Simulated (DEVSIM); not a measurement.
Structure: illuminated Si n-on-p cell, one wavelength, at 300 K.

```
layer (left to right)  material  thickness (μm)  Nd (cm⁻³)  Na (cm⁻³)  τn (s)  τp (s)  absorption coefficient (cm⁻¹)
---------------------  --------  --------------  ---------  ---------  ------  ------  -----------------------------
1                            Si           0.220     6.3e18          -    3e-5  1.6e-5                          97000
2                            Si            85.0          -     2.3e16  3.7e-5  3.7e-5                          97000
```

Left contact: ohmic, minority hole recombination velocity 200 cm/s. Right contact: ohmic, minority electron recombination velocity 10 cm/s. Voltage is applied to the left contact. Recombination: SRH at mid-gap, radiative, Auger. Light enters at the left, 5e16 photons cm⁻² s⁻¹, one pass, no reflection. Mobility is μmin + (μ − μmin)/(1 + (N/Nref)^α).

The device is made up for the run: typed textbook-type constants, with dimensions and the other settings drawn at random. Values at 300 K.

| parameter | Si |
|---|---|
| gap (eV) | 1.124 |
| affinity (eV) | 4.05 |
| permittivity | 11.7 |
| Nc (cm⁻³) | 2.86e19 |
| Nv (cm⁻³) | 3.1e19 |
| μn (cm²/Vs) | 1417 |
| μp (cm²/Vs) | 470 |
| μn,min | 52 |
| μp,min | 45 |
| Nref,n | 9.7e16 |
| Nref,p | 2.2e17 |
| αn | 0.68 |
| αp | 0.72 |
| B (cm³/s) | 4.7e-15 |
| Cn (cm⁶/s) | 2.8e-31 |
| Cp (cm⁶/s) | 9.9e-32 |

Simulated with DEVSIM: 1D drift-diffusion, Boltzmann statistics, complete ionisation; no tunnelling, impact ionisation, image-force lowering or self-heating.

Base results: largest power (mW/cm²) 4.20; fill factor 0.83; dark forward voltage at 1 A/cm² (V) 0.788; dark forward voltage at 100 A/cm² (V) 0.925.

**Question.** What follows from this one change: minority lifetime in layer 2 3.7e-05 → 3.7e-06 s?

**Answer.** largest power 4.20 → 3.79 mW/cm²; fill factor 0.83 → 0.82; dark forward voltage at 1 A/cm² 0.788 → 0.748 V; dark forward voltage at 100 A/cm² little changed (0.923 V).

**Question.** What follows from this one change: thickness of layer 1 0.22 → 1.1 μm?

**Answer.** largest power 4.20 → 4.02 mW/cm²; fill factor little changed (0.83); dark forward voltage at 1 A/cm² little changed (0.786 V); dark forward voltage at 100 A/cm² little changed (0.924 V).

**Question.** What follows from this one change: Auger recombination switched off?

**Answer.** largest power little changed (4.20 mW/cm²); fill factor little changed (0.83); dark forward voltage at 1 A/cm² little changed (0.791 V); dark forward voltage at 100 A/cm² 0.925 → 0.953 V.
